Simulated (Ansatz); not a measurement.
The starting structures come from a database of crystals and need not be the phases stable at ambient conditions.

Data:

```
O2Te
1.0
    4.83262     0.00000     0.00000
    0.00000     4.83262     0.00000
    0.00000     0.00000     7.65129
Te O
4 8
Direct
  0.02773   0.02773   0.50000
  0.47227   0.52773   0.75000
  0.97227   0.97227   0.00000
  0.52773   0.47227   0.25000
  0.26021   0.13926   0.31512
  0.36074   0.76021   0.56512
  0.73979   0.86074   0.81512
  0.63926   0.23979   0.06512
  0.76021   0.36074   0.43488
  0.86074   0.73979   0.18488
  0.23979   0.63926   0.93488
  0.13926   0.26021   0.68488
```

Space group of this cell: P4_12_12. The cell is taken as given; by r2SCAN its mean pressure is 0.5 GPa.

Transport runs along the normal of the first two printed cell vectors, the (001) plane of the conventional cell.

The gap is the functional's own, uncorrected, and κ follows it; spin-orbit coupling is left out. Mid-gap values are interpolated between the computed energies.

Compute, with Ansatz (an electronic-structure program) with r2SCAN, the band gap and the smallest decay constant κ at mid-gap.

Gap 3.52 eV on a 6×6×4 mesh; κ = 0.385 1/Å, at (0.167, 0.167) of the in-plane reciprocal vectors. At the zone centre, at the nearest computed energy, the slowest state has κ = 0.41 1/Å.
